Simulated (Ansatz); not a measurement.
Take SiO2 (space group P3_221, No. 154) as the base.

```
SiO2
1.0
    4.86585     0.00000     0.00000
   -2.43292     4.21395     0.00000
    0.00000     0.00000     5.36522
Si O
3 6
Direct
  0.00000   0.46475   0.33333
  0.53525   0.53525   0.00000
  0.46475   0.00000   0.66667
  0.27611   0.41114   0.22119
  0.58886   0.86497   0.88785
  0.72389   0.13503   0.44548
  0.86497   0.58886   0.11215
  0.41114   0.27611   0.77881
  0.13503   0.72389   0.55452
```

Cartesian axes are those of the cell as printed.

Computed with DFT with LDA, PAW potentials and a 420 eV plane-wave cutoff in Ansatz (an electronic-structure program), no SOC.

Base values:

- Shortest interatomic distance: 1.608 Å

One thing is altered: compressive biaxial strain of 3.00 % in the plane normal to [001], as in epitaxy on a mismatched substrate; the out-of-plane cell vector and the atoms relax.

Estimate the effect on the ratio −ε⊥/ε∥.

The ratio −ε⊥/ε∥ is 0.25.

Estimate the effect on the shortest interatomic distance.

The shortest interatomic distance stays essentially unchanged (1.608 Å against 1.606 Å).

No phonon test of stability was made.
